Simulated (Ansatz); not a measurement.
Reference: InP (F-43m), HSE06 with spin-orbit coupling, rigid bands (plane waves, PAW; Ansatz, a quantum-chemistry and plane-wave program); geometry: cell and atoms relaxed with PBEsol.

```yaml
crystal:
  lattice:
    - [0.00000, 2.93916, 2.93916]
    - [2.93916, 0.00000, 2.93916]
    - [2.93916, 2.93916, 0.00000]
  atoms:
    - { symbol: In, position: [0.00000, 0.00000, 0.00000] }
    - { symbol: P, position: [0.25000, 0.25000, 0.25000] }
```

| Property | Result |
|---|---|
| band gap | 1.41 eV |
| electron conductivity mass | 0.095 mₑ |
| hole conductivity mass | 0.54 mₑ |
| Seebeck coefficient, n-type 1e19 cm⁻³ | -61 μV/K |

Question: Replace In by Ga on the same sites and relax. What happens?

Answer: GaP (F-43m): volume per atom 25.4 to 20.1 Å³; band gap rises (1.41 eV to 2.22 eV); electron conductivity mass rises (0.095 mₑ to 0.34 mₑ); hole conductivity mass falls (0.54 mₑ to 0.48 mₑ); Seebeck coefficient, n-type 1e19 cm⁻³ rises in size (-61 μV/K to -329 μV/K).

Question: Replace In by B on the same sites and relax. What happens?

Answer: BP (F-43m): volume per atom 25.4 to 11.5 Å³; band gap rises (1.41 eV to 1.93 eV); electron conductivity mass rises (0.095 mₑ to 0.32 mₑ); hole conductivity mass falls (0.54 mₑ to 0.41 mₑ); Seebeck coefficient, n-type 1e19 cm⁻³ rises in size (-61 μV/K to -331 μV/K).

Question: Swap In for Al, keeping the structure type. How do these values move?

Answer: AlP (F-43m): volume per atom 25.4 to 20.5 Å³; band gap rises (1.41 eV to 2.26 eV); electron conductivity mass rises (0.095 mₑ to 0.33 mₑ); hole conductivity mass rises (0.54 mₑ to 0.67 mₑ); Seebeck coefficient, n-type 1e19 cm⁻³ rises in size (-61 μV/K to -260 μV/K).

Moves up to 5 % count as about the same. Masses are for dilute carriers at 300 K, harmonic means over directions unless an axis is named. Seebeck coefficients are for the stated density at 300 K, with one relaxation time for all states and whether or not that doping can be reached.
